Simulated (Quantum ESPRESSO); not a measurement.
A self-consistent single point of AlP (F-43m, 2 atoms in the cell) with Quantum ESPRESSO.

Level of theory: PBE, PseudoDojo standard norm-conserving (PBE) pseudopotentials (plane waves; Quantum ESPRESSO).

```xyz
2
Lattice="-2.7225 0.0000 2.7225 0.0000 2.7225 2.7225 -2.7225 2.7225 0.0000" Properties=species:S:1:pos:R:3 pbc="T T T"
Al     0.0000     0.0000     0.0000
P     -4.0838     4.0838     4.0838
```

Reference input (self-consistent single point, DFT, PBE, plane waves, PseudoDojo standard norm-conserving (PBE) pseudopotentials): ecutwfc = 45 Ry; occupations = smearing; smearing = gauss; degauss = 0.00147 Ry; potentials = {Al: Al.upf, P: P.upf}; K_POINTS = automatic 8 8 8 0 0 0; conv_thr = 1e-10 Ry. This run's input differs from it in these lines:

```diff
@@ -12,3 +12,3 @@
    ntyp = 2,
-   ecutwfc = 45,
+   ecutwfc = 22,
    occupations = 'smearing',
```

Output (repeated stretches shortened):

```
     Self-consistent Calculation

     iteration #  1     ecut=    22.00 Ry     beta= 0.70

     total energy              =     -18.54883250 Ry
     estimated scf accuracy    <       0.09291032 Ry

     iteration #  2     ecut=    22.00 Ry     beta= 0.70

     total energy              =     -18.56720418 Ry
     estimated scf accuracy    <       0.01231818 Ry

     iteration #  3     ecut=    22.00 Ry     beta= 0.70

     total energy              =     -18.56934806 Ry
     estimated scf accuracy    <       0.00050161 Ry

   [... 3 blocks of this kind left out ...]

     iteration #  7     ecut=    22.00 Ry     beta= 0.70

     total energy              =     -18.56938982 Ry
     estimated scf accuracy    <          1.2E-09 Ry

     iteration #  8     ecut=    22.00 Ry     beta= 0.70
     End of self-consistent calculation

     the Fermi energy is     6.3701 ev

!    total energy              =     -18.56938982 Ry
     estimated scf accuracy    <          6.9E-12 Ry
     smearing contrib. (-TS)   =      -0.00000000 Ry
     internal energy E=F+TS    =     -18.56938982 Ry

     convergence has been achieved in   8 iterations

     Forces acting on atoms (cartesian axes, Ry/au):

     atom    1 type  1   force =     0.00000000    0.00000000   -0.00000000
     atom    2 type  2   force =     0.00000000   -0.00000000    0.00000000

     Total force =     0.000000     Total SCF correction =     0.000000

          total   stress  (Ry/bohr**3)                   (kbar)     P=       16.74
   0.00011379   0.00000000   0.00000000           16.74        0.00        0.00
   0.00000000   0.00011379  -0.00000000            0.00       16.74       -0.00
   0.00000000  -0.00000000   0.00011379            0.00       -0.00       16.74

   JOB DONE.
```

The run converged in 8 iterations. Against the reference run the free energy goes up by 49.1 meV/atom, the pressure goes from 2.98 to 1.67 GPa and the gap on the mesh goes from 1.560 to 1.578 eV.

The starting cell comes from a database of computed structures (which also holds hypothetical and non-ambient phases and stackings), without a prior relaxation at this level. Its lattice was rescaled by a random factor within 2.5 % of one. At the lowered cutoff the pressure carries the error of an incomplete plane-wave basis.
